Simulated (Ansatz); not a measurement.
Start from GaP in the zinc blende structure (space group F-43m, No. 216; a = 5.506 Å).

Level of theory: Ansatz (a program for electronic structure) PBE, no SOC.

Strains are applied to the cell and any free atomic positions relax.

One change was made to it. Results:

```tsv
quantity	base	after
hole mass (degenerate bands, along [100])	0.098, 0.40, 0.40 mₑ (at Γ)	0.092, 0.40, 0.40 mₑ (at Γ)
energy relative to the base (free energy F)	0 meV/atom	+1.1 meV/atom
band gap	1.58 eV	1.46 eV
width of the top valence band	3.28 eV	3.21 eV
```

Which of these changes matches the shifts?
A) isotropic strain −1.00 %
B) isotropic strain +0.50 %
C) isotropic strain +1.00 %
D) isotropic strain +2.00 %
E) isotropic strain −3.00 %

B, isotropic strain +0.50 %. For comparison, the energy relative to the base in the other runs: isotropic strain +1.00 % gives +4.3 meV/atom; isotropic strain −1.00 % gives +4.7 meV/atom; isotropic strain −3.00 % gives +45 meV/atom; isotropic strain +2.00 % gives +17 meV/atom.

Masses are band curvatures over ±0.01 Å⁻¹ around the edge. Whether these cells are dynamically stable was not tested.
